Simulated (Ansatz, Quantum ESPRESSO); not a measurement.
## Code comparison for InHO2 (Pmn2_1, 8 atoms in the cell)

Self-consistent single point.

```yaml
crystal:
  lattice:
    - [3.29850, 0.00000, 0.00000]
    - [0.00000, 4.59052, 0.00000]
    - [0.00000, 0.00000, 5.30213]
  atoms:
    - { symbol: In, position: [0.00000, 0.72794, 0.00035] }
    - { symbol: In, position: [0.50000, 0.27206, 0.50035] }
    - { symbol: H, position: [0.00000, 0.80110, 0.47911] }
    - { symbol: H, position: [0.50000, 0.19890, 0.97911] }
    - { symbol: O, position: [0.00000, 0.52282, 0.63851] }
    - { symbol: O, position: [0.50000, 0.47718, 0.13851] }
    - { symbol: O, position: [0.00000, 0.98158, 0.36403] }
    - { symbol: O, position: [0.50000, 0.01842, 0.86403] }
```

Shared settings, as Ansatz (a program for electronic structure) writes them: kpoints.mp_grid.grid = 7 5 4; magnetization.spin_orbit = true; scf.occupations.method = fermi_dirac; scf.occupations.width = 0.01 eV. Potentials and cutoffs stand in the table.

| code | model | pressure (GPa) | largest force (eV/Å) | gap on the mesh (eV) | cutoff |
|---|---|---|---|---|---|
| Ansatz | LDA (PW92) with spin-orbit coupling, PAW files made with PBE | -5.26 | 0.576 | 1.878 | 420 eV |
| Quantum ESPRESSO | LDA (PZ), spin-orbit coupling, PseudoDojo fully relativistic norm-conserving (PBE) pseudopotentials | -2.96 | 0.596 | 1.735 | 85 Ry |

Size of the force on each atom (eV/Å): Sizes of forces hide their directions.

```csv
code,In1,In2,H3,H4,O5,O6,O7,O8
Ansatz,0.007,0.007,0.556,0.556,0.061,0.061,0.576,0.576
Quantum ESPRESSO,0.054,0.054,0.596,0.596,0.089,0.089,0.586,0.586
```

Gaps are read on the mesh.

The spread over the programs that give each value: pressure within 2.30 GPa; largest force within 0.020 eV/Å; gap on the mesh within 0.143 eV.

Ansatz's pressure is given at a fixed set of plane waves, as the other plane-wave codes print theirs; with its correction for the finite basis it is -4.66 GPa (the shift of 0.61 GPa shows how far the cutoff is from converged). The same LDA comes in different parametrisations, which differ slightly.

The starting cell comes from a database of computed structures (which also holds hypothetical and non-ambient phases and stackings), without a prior relaxation at this level.

Keys are those of Ansatz 0.2.
